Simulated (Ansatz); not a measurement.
Base system: Ge in the diamond structure (space group Fd-3m, No. 227; a = 5.622 Å). Axes: x, y, z lie along the cube axes.

Method: LDA/PAW in Ansatz (a program for electronic structure), no spin-orbit coupling.

Strains are applied to the cell and any free atomic positions relax; under biaxial strain the out-of-plane vector relaxes too.

One change was made to it. Results:

The volume per atom increases by 0.404 Å³, from 22.21 Å³ to 22.62 Å³; the pressure (mean of the normal stresses, compression positive) goes from zero to -1.2 GPa; the energy increases by 3.9 meV/atom; the band gap stays zero.

Name the change that was made.
A) biaxial strain +3.00 %, plane normal [001], relaxed out of plane
B) biaxial strain +1.50 %, plane normal [001], relaxed out of plane
C) biaxial strain −2.50 %, plane normal [001], relaxed out of plane

B, biaxial strain +1.50 %, plane normal [001], relaxed out of plane. For comparison, the energy relative to the base in the other runs: biaxial strain +3.00 %, plane normal [001], relaxed out of plane gives +15 meV/atom; biaxial strain −2.50 %, plane normal [001], relaxed out of plane gives +12 meV/atom.

No phonon test of stability was made. Gaps under 0.05 eV, about the width of the smearing, are given as zero. A zero or small gap of Ge can be the functional's error rather than a property of the material.
